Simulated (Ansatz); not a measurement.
Cost and result by functional for the surface energy of the (11-23) surface of hcp Lu in its 1x1 cell, outermost plane spacing 0.63 Å in the ideal cut, in Ansatz (plane waves, PAW). Single points on the PBE structure, on one kind of machine; costs are rough ratios of the slab run's core time (references not counted) to the cheapest single point. r2SCAN's cost holds its higher cutoff (500 against 420 eV). Differences are taken against r2SCAN for comparison alone: no measured value is at hand, so the table doesn't rank accuracy.

Set-up: 17 atoms, 10.1 Å thick at the start (thin: gaps and levels are the slab's own); mesh 7x5x1; 0.1 eV smearing; dipole correction on; all atoms relaxed; held to the start's symmetry, so lower structures may exist; no spin, no spin-orbit, no U. These notes are the PBE run's.

```tsv
functional	relative cost	surface energy (J/m²)	less r2SCAN (J/m²)
LDA	1	1.39	0.05
PBEsol	1	1.34	0.00
RPBE	1	1.11	-0.22
r2SCAN	2	1.34	0.00
PBE (the relaxed run's value)	–	1.21	-0.12
```

The values span 0.27 J/m², while the single points' costs differ by a factor of roughly 2. Differences are of unrounded values.

Ansatz is a quantum-chemistry and plane-wave program.
